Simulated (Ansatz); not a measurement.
H2 on the (100) surface of germanium (p(2x2) alternately buckled dimers; a constructed slab, bottom: dihydride, held), one in a cell of 66 Å², energies for each. Energies are against H2(g), without zero-point or thermal terms; each row is named by its start (#2, #3: further inequivalent places of a kind).

These are PBE with D3(BJ) dispersion (plane waves to 420 eV, PAW; Ansatz, a first-principles code) values and carry that method's errors.

Model: 42-atom slab, 11.3 Å thick at the start with caps and adatoms under the adsorbate (thin: gaps and levels are the slab's own), 3x3x1 mesh, Fermi-Dirac 0.01 eV, dipole correction, 24 atoms held, the rest relaxed; each run with such symmetry as its start has; no spin, no spin-orbit, no U.

A negative adsorption energy means that the adsorbate is more stable on the surface than in its reference. Starts that drift may end in the same place. Heights count from the host atoms within 0.3 Å of the top one.

| starting site | E_ads (eV) | height (Å) | nearest host atom (Å) | bonded to | Δ work function (eV) | lateral drift (Å) |
|---|---|---|---|---|---|---|
| top Ge | -0.04 | 3.09 | Ge 3.19 | none within bonding distance | 0.03 | 1.1 |
| top Ge #2 | -0.08 | 1.97 | Ge 3.00 | none within bonding distance | – | 1.4 |
| over Ge at depth 1.6 Å | -0.09 | 2.15 | Ge 3.35 | none within bonding distance | – | 1.4 |
| hollow Ge-Ge-Ge-Ge over Ge at depth 3.2 Å | -0.08 | 2.33 | Ge 3.13 | none within bonding distance | – | 0.3 |
